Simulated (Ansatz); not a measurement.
**ScSi (space group Cmcm, No. 63; a cell from a computed database, its experimental status unchecked)**

```
CELL_PARAMETERS angstrom
      1.97367    -4.91099     0.00000
      1.97367     4.91099     0.00000
      0.00000     0.00000     3.63953
ATOMIC_POSITIONS crystal
  Sc 0.13900 0.86100 0.75000
  Sc 0.86100 0.13900 0.25000
  Si 0.41852 0.58148 0.75000
  Si 0.58148 0.41852 0.25000
```

The values are results of plane-wave PAW DFT at the PBEsol level (Ansatz, a first-principles code, 420 eV), no spin-orbit coupling, not measurements. Γ-centred 13×13×13 mesh, Fermi–Dirac width 0.05 eV.

| Item | Value |
|---|---|
| Volume per atom | 17.64 Å³ |
| Density | 3.44 g/cm³ |
| Band gap | zero |
| Total energy | -1367.340 eV/atom (σ→0; compares only within this code and set-up) |

Stability against distortions was not tested. The final runs are not spin-polarised.
